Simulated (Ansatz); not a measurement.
System: TlBr (model structure, started from the WC type, P-6m2, No. 187, 2 atoms in the cell). Method: PBEsol (plane waves, PAW; Ansatz, a first-principles code).

Settings: plane-wave cutoff 500 eV, 12×12×10 k mesh (along the axes of the cell as run), Fermi–Dirac smearing 0.05 eV, scalar-relativistic PAW data made under PBE.

Cell (relaxed at this level):

```
CELL_PARAMETERS angstrom
      4.41934     0.00000     0.00000
     -2.20967     3.82726     0.00000
      0.00000     0.00000     4.12273
ATOMIC_POSITIONS crystal
  Tl 0.00000 0.00000 0.00000
  Br 0.66667 0.33333 0.50000
```

Problem. Estimate the band gap that the calculation returns.

Solution. 
band gap: 1.90 eV (on the SCF k mesh)

Note: the relaxation could raise the start's symmetry but not lower it, so the cell can be a saddle point.

Spin–orbit coupling is not included; with these elements it can move the gap by several tenths of an eV or more.

Computed values are for the static lattice.

It cost about 30 core-seconds (a rough figure) of CPU time.

A model structure was made by putting elements into a prototype or built by hand; it is no filed structure, need not be a known phase, and can be a saddle point held by its symmetry.
